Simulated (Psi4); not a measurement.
Psi4 1.11, TPSS/def2-svp: Hf(Cl)2(OH)(OMe) (C[O][Hf]([OH])([Cl])[Cl]), 10 atoms. The geometry is a generated start, not checked to be a minimum at this level.

```json
{
  "task": "energy",
  "method": "tpss",
  "basis": "def2-svp",
  "memory": "3 GB",
  "maxiter": "100",
  "keys_of_the_molecule_block": "symmetry c1",
  "scf_type": "df (default)",
  "e_convergence": "1e-06 (default)",
  "d_convergence": "1e-06 (default)",
  "dft_radial_points": "75 (default)",
  "dft_spherical_points": "302 (default)",
  "effective_core_potentials": "those of the basis set, past Kr",
  "basis_functions": "130",
  "grid_points": "214676"
}
```

```xyz
10

Hf    -0.5259     0.9896     0.6131
Cl    -0.4196     3.1440     1.2399
Cl    -0.0060    -0.2076     2.4357
O     -2.1020     0.3634    -0.1250
H     -2.1985    -0.3320    -0.7844
O      0.8050     0.5326    -0.5758
C      1.0572    -0.8459    -0.6769
H      0.1180    -1.4255    -0.6101
H      1.5346    -1.0514    -1.6423
H      1.7372    -1.1671     0.1257
```

Charge 0 and multiplicity 1 are set for this test and not shown to be the ground state.

With the defaults (diis = true, scf_initial_accelerator = adiis, damping_percentage = 0, guess = auto, which took SAD, diis_max_vecs = 10, level_shift = 0, level_shift_cutoff = 0.01) it converges in 10 SCF iterations. One run each on 2 threads, with these changes:
- guess = core
- scf_initial_accelerator = ediis
- guess = sapgau
- damping_percentage = 20
- diis_max_vecs = 20
- diis = false, scf_initial_accelerator = none, damping_percentage = 60
- guess = sadno
- guess = huckel
- level_shift = 0.1, level_shift_cutoff = 0.001

Question: Name the settings that don't reach the solution of the defaults.

Answer: No convergence: diis = false, scf_initial_accelerator = none, damping_percentage = 60 (the run ends without SCF convergence in 100 iterations). The rest reach the solution of the defaults.

| setting | SCF iterations | end |
|---|---|---|
| the defaults | 10 | same solution |
| scf_initial_accelerator = ediis | 10 | same solution |
| diis_max_vecs = 20 | 10 | same solution |
| level_shift = 0.1, level_shift_cutoff = 0.001 | 10 | same solution |
| guess = huckel | 12 | same solution |
| guess = sadno | 12 | same solution |
| guess = core | 15 | same solution |
| guess = sapgau | 17 | same solution |
| damping_percentage = 20 | 22 | same solution |
| diis = false, scf_initial_accelerator = none, damping_percentage = 60 | 100 | no convergence |

1 further run of the study ended by our limits or in an error and is left out.
